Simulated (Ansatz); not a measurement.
Start from ZnSe in the zinc blende structure (space group F-43m, No. 216; a = 5.6656 Å).

Level of theory: r2SCAN in Ansatz (plane waves to 500 eV, PAW, without spin-orbit coupling).

Strains are applied to the cell and any free atomic positions relax.

One change was made to it. Results:

The pressure decreases by 1.82 GPa (-0.01 GPa → -1.83 GPa); the valley order (the lowest conduction-band minima on the path, energy above the VBM, named in the base's zone) changes from Γ 1.87 eV; L along ⟨111⟩ 3.05 eV; X along ⟨100⟩ 3.34 eV to Γ 1.74 eV; L along ⟨111⟩ 3.00 eV; X along ⟨100⟩ 3.40 eV; the electron mass is still 0.12 mₑ (at Γ).

Q: Which change produced these results?
A) isotropic strain +2.50 %
B) isotropic strain +1.00 %
C) isotropic strain +3.00 %
D) isotropic strain +2.00 %
E) isotropic strain +0.50 %

A: B, isotropic strain +1.00 %. For comparison, the valley order in the other runs: isotropic strain +2.50 % gives Γ 1.56 eV; L along ⟨111⟩ 2.91 eV; X along ⟨100⟩ 3.49 eV; isotropic strain +2.00 % gives Γ 1.62 eV; L along ⟨111⟩ 2.94 eV; X along ⟨100⟩ 3.46 eV; isotropic strain +3.00 % gives Γ 1.50 eV; L along ⟨111⟩ 2.88 eV; X along ⟨100⟩ 3.52 eV; isotropic strain +0.50 % gives Γ 1.80 eV; L along ⟨111⟩ 3.03 eV; X along ⟨100⟩ 3.37 eV.

The levels and masses belong to the bands next to the band gap. Masses are band curvatures over ±0.01 Å⁻¹ around the edge. Whether these cells are dynamically stable was not tested.

Ansatz is a first-principles code.
